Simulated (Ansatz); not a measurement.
BAs: B → In

Consider BAs in the zinc blende structure (space group F-43m, No. 216; a = 4.809 Å).

Now apply this change: every B is replaced by In; the structure is relaxed again.

Level of theory: PBE/PAW in Ansatz (a program for electronic structure), spin-orbit coupling left out, earlier PAW set. Settings: 9×9×9 k-points, 0.05 eV Fermi–Dirac smearing, for the changed cell.

| quantity | base | changed | shift |
|---|---|---|---|
| volume per atom | 13.91 Å³ | 29.60 Å³ | +15.69 Å³ |
| density | 5.12 g/cm³ | 5.32 g/cm³ | +0.20 g/cm³ |
| lattice parameter a | 4.809 Å | 6.187 Å | +1.3772 Å |
| shortest interatomic distance | 2.083 Å | 2.679 Å | +0.596 Å |
| band gap | 1.21 eV | zero | – |

No phonon test of stability was made. The final runs are not spin-polarised. The zero or small gap of InAs can change with the level of theory.
